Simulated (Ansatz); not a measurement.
Zr, response to strain

The reference is Zr in the hcp (Mg type) structure (space group P6_3/mmc, No. 194; a = 3.2443 Å, c = 5.1580 Å; relaxed with 0.1 eV smearing). Axes: x lies along a and z along c of the hexagonal cell.

Strains are applied to the cell and any free atomic positions relax.

Computed with r2SCAN/PAW in Ansatz (a first-principles code), no spin-orbit coupling.

Notes on the quantities. energy relative to the base: free energy F.

```csv
change,volume per atom,energy relative to the base
base,23.51 Å³,0 meV/atom
tensor shear ε_xz = +0.86 %,23.51 Å³,+0.7 meV/atom
tensor shear ε_xz = +1.71 %,23.50 Å³,[?]
tensor shear ε_xz = +0.57 %,23.51 Å³,+0.3 meV/atom
tensor shear ε_xz = +0.29 %,23.51 Å³,+0.1 meV/atom
tensor shear ε_xz = +2.00 %,23.50 Å³,+3.7 meV/atom
tensor shear ε_xz = +1.14 %,23.51 Å³,+1.2 meV/atom
tensor shear ε_xz = +1.43 %,23.50 Å³,+1.9 meV/atom
```

### Question
Some entries are withheld; estimate them.

### Answer

- tensor shear ε_xz = +1.71 %, energy relative to the base: +2.7 meV/atom

No phonon test of stability was made. The final runs are not spin-polarised.
